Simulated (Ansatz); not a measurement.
Cost and result by functional for the surface energy of the (311) surface of bcc Ta in its 1x1 cell, outermost plane spacing 0.50 Å in the ideal cut, in Ansatz (plane waves, PAW). Single points on the PBE structure, on one kind of machine; costs are rough ratios of the slab run's core time (references not counted) to the cheapest single point. r2SCAN's cost holds its higher cutoff (500 against 420 eV). Differences are taken against r2SCAN for comparison alone: no measured value is at hand, so the table doesn't rank accuracy.

Set-up: 21 atoms, 10.0 Å thick at the start (thin: gaps and levels are the slab's own); mesh 9x5x1; 0.1 eV smearing; dipole correction on; all atoms relaxed; held to the part of the start's symmetry that mesh and held atoms allow; no spin, no spin-orbit, no U. These notes are the PBE run's.

```json
[
 {"functional": "LDA", "relative cost": "1", "surface energy (J/m²)": "3.05", "less r2SCAN (J/m²)": "0.12"},
 {"functional": "PBEsol", "relative cost": "1", "surface energy (J/m²)": "2.98", "less r2SCAN (J/m²)": "0.04"},
 {"functional": "RPBE", "relative cost": "1", "surface energy (J/m²)": "2.55", "less r2SCAN (J/m²)": "-0.38"},
 {"functional": "r2SCAN", "relative cost": "2", "surface energy (J/m²)": "2.94", "less r2SCAN (J/m²)": "0.00"},
 {"functional": "PBE (the relaxed run's value)", "relative cost": "–", "surface energy (J/m²)": "2.71", "less r2SCAN (J/m²)": "-0.22"}
]
```

The values span 0.50 J/m², while the single points' costs differ by a factor of roughly 2. Differences are of unrounded values.

Ansatz is a first-principles code.
